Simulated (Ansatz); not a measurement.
## K2Te: energy against volume

K2Te (antifluorite, Fm-3m, 44.138 Å³/atom and stress up to 0.01 GPa in the relaxed cell, cube axes along x, y and z) under an equal strain ε along all three axes. PBEsol in Ansatz, a plane-wave DFT program (PAW, default set), 420 eV, 7×7×7 Γ-centred mesh, Fermi-Dirac smearing 0.05 eV; ions are relaxed, or left where forces stay under 0.02 eV/Å, within the symmetry of each cell.

Here V stands for volume and E for E less E0.

```csv
volume (Å³/atom),E less E0 (meV/atom),pressure (GPa)
40.2834,?,?
41.5421,7.71,1.00
42.1812,4.28,0.72
42.8269,1.89,0.47
43.4790,0.48,0.23
44.1378,0.00,0.01
44.8032,0.41,-0.20
45.4752,1.66,-0.39
46.1539,3.70,-0.57
46.8394,6.51,-0.74
```

**Question.** Using the third-order Birch-Murnaghan form, a cubic in V^(-2/3), estimate the missing E at V = 40.2834 from the other rows, showing the fit.

**Answer.** With u = V^(-2/3) - 0.0801, the rows have u = 0.0032696, 0.0024254, 0.0015938, 0.0007749, -0.0000319, -0.0008266, -0.0016095, -0.0023809, -0.0031411. Least squares gives E = 0.003 + 78.0·u + 690443·u² + 1999965·u³. Residuals (row less fit): 0.001, -0.002, 0.001, 0.001, -0.001, 0.001, 0.002, -0.004, 0.002; standard error 0.003 (degrees of freedom: 5). Its minimum lies at u = -0.0000565, so V0 = (0.0800435)^(-3/2) = 44.16. There d²E/du² = 1380000 and d³E/du³ = 1.200e7, so B0 = (4/9) × 44.16^(-7/3) × 1380000 × 0.160218 = 14.3 GPa (the last factor turns the table's units into GPa), and B0' = 4 + (2/3) × 0.0800435 × (1.200e7)/1380000 = 4.5. B0' rests on the cubic coefficient alone and has a standard error of 0.1 from these residuals. At the withheld row, u = 0.0049973, so E = 0.003 + 78.0 × 0.0049973 + 690443 × 0.0049973² + 1999965 × 0.0049973³ = 17.885 meV/atom. The calculation gives 17.88 meV/atom, which the fit meets to the printed digits. The row lies outside the fitted rows, so this is an extrapolation. The scatter of the fitted rows lies at the last printed digit.

The start is a measured cell from the literature; how it stands against other phases or cation orders wasn't checked. Spin-orbit coupling is left out, which can shift these values for the heavy elements here. Other structures, which can take over under pressure, weren't tried. The same form fitted to the pressure column gives B0' = 4.5; series where the two differ by over 0.4 aren't shown. Rows are the converged runs of the series near zero and its far end, less any whose ions stayed unrelaxed beside relaxed ones; series whose fitted rows scatter by over a few per cent of the range, as at a crossing or softening among them, aren't shown in this form.
